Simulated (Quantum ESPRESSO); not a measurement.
Quantum ESPRESSO run on Ta2O5 (Cm, 21 atoms in the cell): self-consistent single point.

Method: PBEsol, GBRV 1.5 ultrasoft (PBESOL) pseudopotentials (plane waves; Quantum ESPRESSO).

```
Ta2O5
1.0
    6.33028    -3.49935     0.00000
    6.33028     3.49935     0.00000
   -3.78318     0.00000     6.08101
Ta O
6 15
Direct
  0.77813   0.25031   0.98482
  0.25031   0.77813   0.98482
  0.78820   0.78820   0.02517
  0.74062   0.74062   0.47234
  0.30816   0.30816   0.57178
  0.24398   0.24398   0.97849
  0.96202   0.96202   0.07957
  0.83239   0.83239   0.32145
  0.63172   0.09360   0.64986
  0.09360   0.63172   0.64986
  0.87169   0.45513   0.96481
  0.45513   0.87169   0.96481
  0.56513   0.16371   0.03054
  0.16371   0.56513   0.03054
  0.71427   0.71427   0.70632
  0.81872   0.42846   0.28853
  0.42846   0.81872   0.28853
  0.47217   0.47217   0.86342
  0.27915   0.27915   0.28508
  0.19313   0.19313   0.65844
  0.05941   0.05941   0.88015
```

Reference input (self-consistent single point, DFT, PBEsol, plane waves, GBRV 1.5 ultrasoft (PBESOL) pseudopotentials): ecutwfc = 40 Ry; ecutrho = 320 Ry; occupations = fixed; potentials = {Ta: ta_pbesol_v1.uspp.F.UPF, O: o_pbesol_v1.2.uspp.F.UPF}; K_POINTS = automatic 3 3 3 0 0 0; nbnd = 92; conv_thr = 1e-10 Ry; mixing_beta = 0.4. This run's input differs from it in these lines:

```diff
@@ -12,4 +12,4 @@
   ntyp = 2
-  ecutwfc = 40
-  ecutrho = 320
+  ecutwfc = 28
+  ecutrho = 224
   occupations = 'fixed'
```

Output (repeated stretches shortened):

```
     Self-consistent Calculation

     iteration #  1     ecut=    28.00 Ry     beta= 0.40

     negative rho (up, down):  5.610E-01 0.000E+00

     total energy              =   -1333.44191441 Ry
     estimated scf accuracy    <       8.05744237 Ry

     iteration #  2     ecut=    28.00 Ry     beta= 0.40

     negative rho (up, down):  5.624E-01 0.000E+00

     total energy              =   -1335.63647620 Ry
     estimated scf accuracy    <       0.76171691 Ry

     iteration #  3     ecut=    28.00 Ry     beta= 0.40

     negative rho (up, down):  5.628E-01 0.000E+00

     total energy              =   -1335.75317521 Ry
     estimated scf accuracy    <       0.11110326 Ry

   [... 11 blocks of this kind left out ...]

     iteration # 15     ecut=    28.00 Ry     beta= 0.40

     negative rho (up, down):  5.651E-01 0.000E+00

     total energy              =   -1335.77606172 Ry
     estimated scf accuracy    <          5.1E-09 Ry

     iteration # 16     ecut=    28.00 Ry     beta= 0.40

     negative rho (up, down):  5.651E-01 0.000E+00
     End of self-consistent calculation

     highest occupied, lowest unoccupied level (ev):     7.6858   10.8475

!    total energy              =   -1335.77606172 Ry
     estimated scf accuracy    <          7.9E-11 Ry

     convergence has been achieved in  16 iterations

     negative rho (up, down):  5.651E-01 0.000E+00

     Forces acting on atoms (cartesian axes, Ry/au):

     atom    1 type  1   force =    -0.00209221   -0.00168827   -0.00134787
     atom    2 type  1   force =    -0.00209221    0.00168827   -0.00134787
     atom    3 type  1   force =     0.00399901    0.00000000   -0.00466437
     atom    4 type  1   force =     0.00193082    0.00000000   -0.00115501
     atom    5 type  1   force =     0.00028563    0.00000000    0.00577846
     atom    6 type  1   force =    -0.00247142    0.00000000    0.00015017
   [... lines left out ...]
     Total force =     0.013755     Total SCF correction =     0.000011
   [... lines left out ...]

     negative rho (up, down):  5.651E-01 0.000E+00
          total   stress  (Ry/bohr**3)                   (kbar)     P=     -160.68
  -0.00109193   0.00000000   0.00000602         -160.63        0.00        0.89
  -0.00000000  -0.00111504   0.00000000           -0.00     -164.03        0.00
   0.00000602   0.00000000  -0.00106994            0.89        0.00     -157.39

   JOB DONE.
```

The run converged in 16 iterations. Against the reference run the free energy rises by 213 meV/atom, the pressure goes from -1.65 to -16.07 GPa, the largest force goes from 0.170 to 0.158 eV/Å and the gap on the mesh stays at 3.162 eV.

The starting cell comes from a database of computed structures (which also holds hypothetical and non-ambient phases and stackings), without a prior relaxation at this level. Spin-orbit coupling is off. At the lowered cutoff the pressure carries the error of an incomplete plane-wave basis.

Cost on one core of a shared machine: roughly 4 min.
